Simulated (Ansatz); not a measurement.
Start from WS2 (space group P6_3/mmc, No. 194; a = 3.1541 Å, c = 12.1408 Å; layered, stacked along the Cartesian z axis). Axes: x lies along a and z along c of the hexagonal cell.

All numbers come from DFT with PBE-D3(BJ), PAW potentials and a 420 eV plane-wave cutoff in Ansatz (a program for electronic structure), no spin-orbit coupling.

The change: the cell is compressed by 0.60 % along z with no lateral relaxation; the atoms relax in the strained cell.

Question: Predict the stress tensor and what it implies for the stiffness.

Answer: Stress of the strained cell less that of the base (GPa, compression positive):
```
   0.07    0.00    0.00
   0.00    0.07    0.00
   0.00    0.00    0.42
```

Then −Δσ_ii/ε with ε = -0.0060 gives relaxed-ion elastic constants: C33 ≈ 69 GPa.

Whether these cells are dynamically stable was not tested.
